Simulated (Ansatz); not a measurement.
Base system: a 12-atom supercell of Rh in the fcc (Cu type) structure (space group Fm-3m, No. 225; a = 3.8303 Å) at its relaxed geometry.

Calculations: DFT with PBE, PAW potentials and a 420 eV plane-wave cutoff in Ansatz (a program for electronic structure), without spin-orbit coupling, earlier PAW set.

Before the change:

- Pressure = 0.0 GPa

Now apply this change: a neutral Li interstitial (started 1.92 Å from the nearest host atom), atoms relaxed at fixed cell, starting from a slightly rattled geometry.

### Question
How does this affect the largest displacement of a host atom from its site in the perfect cell, final site of the added atom and pressure?

### Answer
The largest displacement of a host atom from its site in the perfect cell comes out as 0.16 Å; the final site of the added atom is 6 Rh at 2.07 Å (octahedral); the pressure goes from zero to 17.3 GPa.

The cell is small, so the values are those of an ordered compound at a high defect concentration; dilute-limit values will differ. The final runs are not spin-polarised. An odd electron count without spin: LiRh12. The defect cell is not spin-polarised.
